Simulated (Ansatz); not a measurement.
We consider α-phase CO, described by r²SCAN in Ansatz (PAW).

Run with plane-wave cutoff 560 eV, 6×6×6 k mesh, Fermi–Dirac smearing 0.01 eV, scalar-relativistic PAW data made under PBE.

Response to compression and expansion:

| V (Å³/atom) | P (GPa) | direct gap at Γ (eV) | smallest gap on the k mesh (eV) |
|---|---|---|---|
| 22.338 | 0.06 | 6.980 | 6.701 |
| 22.803 | 0.02 | 7.008 | 6.736 |
| 23.268 | -0.02 | 7.035 | 6.770 |
| 23.734 | -0.05 | 7.060 | 6.803 |
| 24.199 | -0.08 | 7.085 | 6.834 |

The fundamental gap (6.77 eV at the equilibrium volume, with added k points) lies elsewhere than Γ–Γ.

Note: the cell comes from a level without a dispersion term, which matters for the spacing of layers, chains or molecules.

Ansatz is an electronic-structure program.
